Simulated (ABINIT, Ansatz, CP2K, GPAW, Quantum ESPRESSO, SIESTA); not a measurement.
## Code comparison for AlCo (Pm-3m, 2 atoms in the cell)

Self-consistent single point, at a second geometry (lattice scaled by 0.98). First geometry:

```
CELL_PARAMETERS angstrom
      2.79515     0.00000     0.00000
      0.00000     2.79515     0.00000
      0.00000     0.00000     2.79515
ATOMIC_POSITIONS crystal
  Al 0.00000 0.00000 0.00000
  Co 0.50000 0.50000 0.50000
```

Shared settings, as Ansatz (a quantum-chemistry and plane-wave program) writes them: kpoints.mp_grid.grid = 9 9 9; scf.occupations.method = gaussian; scf.occupations.width = 0.272 eV. Potentials and cutoffs stand in the table.

```
code                                                                                                                                model  ΔF from the first geometry (meV/atom)  pressure (GPa)       cutoff
----------------  -----------------------------------------------------------------------------------------------------------------------  -------------------------------------  --------------  -----------
CP2K                                                              PBE, GPW, DZVP-MOLOPT-SR-GTH basis, GTH-PBE potentials (GTH_POTENTIALS)                                   71.2           25.91  grid 600 Ry
SIESTA            GGA PBE, numerical atomic orbitals DZP, PseudoDojo PBE standard norm-conserving potentials (rewritten from UPF to PSML)                                   73.7           26.58  grid 350 Ry
ABINIT                                                                                                        PBE, PAW (JTH v2.0 PBE PAW)                                   80.8           28.18        60 Ry
Quantum ESPRESSO                                                          PBE, PseudoDojo standard norm-conserving (PBE) pseudopotentials                                   79.4           28.03       100 Ry
GPAW                                                                                         PBE, GPAW PAW datasets PBE (gpaw-data 1.0.1)                                   87.0           30.07       850 eV
Ansatz                                                                                                             PBE, default PAW files                                   79.8           28.05       420 eV
```

On Ansatz's run: spin polarisation is off.

The spread over the programs that give each value: ΔF from the first geometry within 15.8 meV/atom; pressure within 4.16 GPa.

CP2K and SIESTA use small atom-centred bases, whose incompleteness enters pressures, forces and empty levels differently from a plane-wave cutoff. Ansatz's pressure is given at a fixed set of plane waves, as the other plane-wave codes print theirs; with its correction for the finite basis it is 28.18 GPa. In the pressure, CP2K (by 2.20), SIESTA (by 1.53) and GPAW (by 1.96) lie more than 1 GPa from the median of the plane-wave programs.

The starting cell comes from a database of computed structures (which also holds hypothetical and non-ambient phases and stackings), without a prior relaxation at this level. Its lattice was rescaled by a random factor within 2.5 % of one. For this run, on top of that: lattice scaled by 0.98.

Left out of this page: Elk and FLEUR (not drawn, or without a comparable value).

Keys are those of Ansatz 0.2.
